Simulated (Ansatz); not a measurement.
A computed series for ZnS: response to strain

Take ZnS in the zinc blende structure (space group F-43m, No. 216; a = 5.297 Å) as the base. Axes: x, y, z lie along the cube axes.

Strains are applied to the cell and any free atomic positions relax.

Level of theory: Ansatz (a first-principles code) LDA, no spin-orbit coupling.

Notes on the quantities. energy relative to the base: free energy F.

```json
[
 {"variant": "base", "energy relative to the base": "0 meV/atom", "electron mass": "0.17 mₑ (at Γ)", "volume per atom": "18.58 Å³", "band gap": "2.13 eV"},
 {"variant": "uniaxial strain ε_zz = −3.00 %", "energy relative to the base": "+6.2 meV/atom", "electron mass": "0.17 mₑ (at Γ)", "volume per atom": "18.02 Å³", "band gap": "2.19 eV"},
 {"variant": "uniaxial strain ε_zz = −2.00 %", "energy relative to the base": "+2.7 meV/atom", "electron mass": "0.17 mₑ (at Γ)", "volume per atom": "18.20 Å³", "band gap": "2.17 eV"},
 {"variant": "uniaxial strain ε_zz = −1.00 %", "energy relative to the base": "+0.7 meV/atom", "electron mass": "0.17 mₑ (at Γ)", "volume per atom": "18.39 Å³", "band gap": "2.15 eV"},
 {"variant": "uniaxial strain ε_zz = +0.50 %", "energy relative to the base": "+0.2 meV/atom", "electron mass": "0.17 mₑ (at Γ)", "volume per atom": "18.67 Å³", "band gap": "2.10 eV"},
 {"variant": "uniaxial strain ε_zz = +1.00 %", "energy relative to the base": "+0.7 meV/atom", "electron mass": "0.16 mₑ (at Γ)", "volume per atom": "18.76 Å³", "band gap": "2.07 eV"},
 {"variant": "uniaxial strain ε_zz = +1.50 %", "energy relative to the base": "+1.5 meV/atom", "electron mass": "0.16 mₑ (at Γ)", "volume per atom": "18.85 Å³", "band gap": "2.04 eV"},
 {"variant": "uniaxial strain ε_zz = +2.00 %", "energy relative to the base": "+2.7 meV/atom", "electron mass": "0.16 mₑ (at Γ)", "volume per atom": "18.95 Å³", "band gap": "2.01 eV"},
 {"variant": "uniaxial strain ε_zz = +2.50 %", "energy relative to the base": "+4.2 meV/atom", "electron mass": "0.16 mₑ (at Γ)", "volume per atom": "19.04 Å³", "band gap": "1.98 eV"},
 {"variant": "uniaxial strain ε_zz = +3.00 %", "energy relative to the base": "+6.0 meV/atom", "electron mass": "0.16 mₑ (at Γ)", "volume per atom": "19.13 Å³", "band gap": "1.95 eV"}
]
```

Masses are band curvatures over ±0.01 Å⁻¹ around the edge. Whether these cells are dynamically stable was not tested.
